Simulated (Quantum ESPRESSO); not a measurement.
Quantum ESPRESSO is run on Ti3Pt (Pm-3n, 8 atoms in the cell), and the run fails. The aim is a self-consistent single point with DFT, PBEsol, plane waves, PseudoDojo standard norm-conserving (PBESOL) pseudopotentials.

Cell that was meant: a = 4.9056 Å, b = 4.9056 Å, c = 4.9056 Å, α = 90.00°, β = 90.00°, γ = 90.00°.

Part of the input:

```fortran
    calculation = 'scf'
    prefix = 'Ti3Pt'
    outdir = './work'
    pseudo_dir = './pseudo'
    tprnfor = .true.
    tstress = .true.
/
```

Output, abridged:

```
 %%%%%%%%%%%%%%%%%%%%%%%%%%%%%%%%%%%%%%%%%%%%%%%%%%%%%%%%%%%%%%%%%%%%%%%%%%%%%%
     Error in routine readpp (1):
     file ./pseudo/Ti.upf not found
 %%%%%%%%%%%%%%%%%%%%%%%%%%%%%%%%%%%%%%%%%%%%%%%%%%%%%%%%%%%%%%%%%%%%%%%%%%%%%%

     stopping ...
```

**Question.** Read the log: what does the program object to, and what is the fix?

**Answer.** The fault is a wrong folder for the potentials. The files are not in the folder that the input names. To fix it, correct the folder. The program stopped before any SCF iteration.

The sound input it was made from differs as follows (other fixes are possible):
```diff
-    pseudo_dir = './pseudo'
+    pseudo_dir = './'
```

With that input, the run converged in 22 iterations: free energy E − TS -16792.5511 eV; Fermi level (on the code's own zero) 17.83 eV; pressure 8.93 GPa (DFT, PBEsol, plane waves, PseudoDojo standard norm-conserving (PBESOL) pseudopotentials).

On the sound input: the starting cell comes from a database of computed structures (which also holds hypothetical and non-ambient phases and stackings), without a prior relaxation at this level. Its lattice was rescaled by a random factor within 2.5 % of one. Spin polarisation is off. With a pressure of about 9 GPa the cell is away from its equilibrium volume at this level.
